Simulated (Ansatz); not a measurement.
GaAs: response to strain

The reference is GaAs in the zinc blende structure (space group F-43m, No. 216; a = 5.667 Å).

Strains are applied to the cell and any free atomic positions relax.

Level of theory: plane-wave PAW DFT at the r2SCAN level (Ansatz, an electronic-structure program, 500 eV), no SOC.

For the base:

```
Quantity   Result
--------  -------
Band gap  0.96 eV
```

Task: The aim is a band gap between 0.34 eV and 0.42 eV. Which of these changes reaches it?
A. isotropic strain +1.50 %
B. isotropic strain +3.00 %
C. isotropic strain +2.50 %
D. isotropic strain +1.00 %
E. isotropic strain +2.00 %

Result: C, isotropic strain +2.50 %. It gives 0.38 eV; isotropic strain +1.00 % gives 0.72 eV; isotropic strain +2.00 % gives 0.49 eV; isotropic strain +1.50 % gives 0.61 eV; isotropic strain +3.00 % gives 0.27 eV. Changes not listed may reach it too

Whether these cells are dynamically stable was not tested. The zero or small gap of GaAs under isotropic strain +3.00 % can change with the level of theory.
